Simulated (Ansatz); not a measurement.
**Hypothetical Pm-3m WC: response to strain**

The parent structure is WC (space group Pm-3m, No. 221; a = 4.185 Å; a hypothetical phase, not in the database extracts checked). Axes: x, y, z lie along the cube axes.

Strains are applied to the cell and any free atomic positions relax; under biaxial strain the out-of-plane vector relaxes too; under stress the whole cell relaxes.

Levels (all Ansatz, an electronic-structure program, PAW): PBEsol (420 eV, no SOC); r2SCAN (500 eV, no SOC).

Pressures by level, all at the geometries relaxed with PBEsol:

```json
[
 {"case": "base", "PBEsol": "0.0 GPa", "r2SCAN": "4.2 GPa"},
 {"case": "biaxial strain +1.92 %, plane normal [001], relaxed out of plane", "PBEsol": "-8.2 GPa", "r2SCAN": "-4.5 GPa"},
 {"case": "biaxial strain −2.64 %, plane normal [111], relaxed out of plane", "PBEsol": "7.0 GPa", "r2SCAN": "11.4 GPa"},
 {"case": "isotropic strain +0.54 %", "PBEsol": "-4.8 GPa", "r2SCAN": "-0.9 GPa"},
 {"case": "uniaxial stress, 3 GPa compression along x", "PBEsol": "1.0 GPa", "r2SCAN": "5.2 GPa"}
]
```

Single points use the geometry relaxed with PBEsol. Their cutoffs differ, which shifts pressures a little. Without a gap, meshes like the base's 11×11×11 leave anisotropic stresses uncertain by several tenths of a GPa, and small strain energies with them. Beyond what the load breaks, stability against distortions was not tested. All final runs are without spin polarisation.
